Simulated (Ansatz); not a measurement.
Hypothetical zinc blende CsI, pressure series

Take CsI in the zinc blende structure (space group F-43m, No. 216; a = 8.7428 Å; a hypothetical phase, not in the database extracts checked) as the base.

Cell and atoms are relaxed at each pressure.

Levels (all Ansatz, a first-principles code, PAW): PBE (420 eV, no SOC); PBEsol (420 eV, spin-orbit coupling left out).

The base cell above is that of PBE; each level relaxes its own structures.

| case | shift of the gap caused by the change, PBE | shift of the gap caused by the change, PBEsol |
|---|---|---|
| pressure 0.9 GPa | +0.12 eV | +0.07 eV |
| pressure 2.1 GPa | +0.20 eV | +0.11 eV |
| pressure 4.5 GPa | +0.27 eV | ? |
| pressure 9 GPa | +0.25 eV | ? |
| pressure 15 GPa | +0.15 eV | -0.15 eV |
| pressure 22.5 GPa | -0.04 eV | ? |
| pressure 30 GPa | -0.24 eV | -0.62 eV |

### Question
What belongs in the blanks?

### Answer

- pressure 4.5 GPa, shift of the gap caused by the change, PBEsol: +0.11 eV
- pressure 9 GPa, shift of the gap caused by the change, PBEsol: +0.02 eV
- pressure 22.5 GPa, shift of the gap caused by the change, PBEsol: -0.39 eV

PBE lies above PBEsol in every row, by 0.05 eV to 0.38 eV. They disagree on the order of pressure 9 GPa and pressure 0.9 GPa and of 2 more pairs.

Spin-orbit coupling, missing from the scalar runs, can matter with I. Load acts through the strain it causes; cell and atoms are relaxed under it. Whether these cells are dynamically stable was not tested. No other phases were tried under pressure.
